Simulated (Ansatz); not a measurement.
A computed series for Mg2Si: pressure series

The reference is Mg2Si (space group Fm-3m, No. 225; a = 6.364 Å).

Cell and atoms are relaxed at each pressure.

Computed with Ansatz (a quantum-chemistry and plane-wave program), PBE, PAW, cutoff 420 eV, spin-orbit coupling left out, earlier PAW set.

Notes on the quantities. enthalpy: H = E + PV relative to the base's energy.

```tsv
case	band gap	enthalpy	density
base	0.22 eV	–	1.98 g/cm³
pressure −2 GPa	0.27 eV	-0.27 eV/atom	1.90 g/cm³
pressure −1 GPa	0.24 eV	-0.14 eV/atom	1.94 g/cm³
pressure 0.9 GPa	0.20 eV	+0.12 eV/atom	2.01 g/cm³
pressure 2.1 GPa	0.18 eV	+0.28 eV/atom	2.05 g/cm³
pressure 4.5 GPa	0.13 eV	+0.58 eV/atom	2.12 g/cm³
pressure 15 GPa	zero	+1.81 eV/atom	2.39 g/cm³
pressure 22.5 GPa	zero	+2.62 eV/atom	[?]
pressure 30 GPa	zero	+3.38 eV/atom	2.68 g/cm³
```

Question: Complete the table.

Answer: 
- pressure 22.5 GPa, density: 2.54 g/cm³

The mesh was chosen for an insulator and is coarse for the gapless case. Load acts through the strain it causes; cell and atoms are relaxed under it. No phonon test of stability was made. Competing high-pressure phases were not computed. The final runs are not spin-polarised. The zero or small gap of Mg2Si can change with the level of theory.
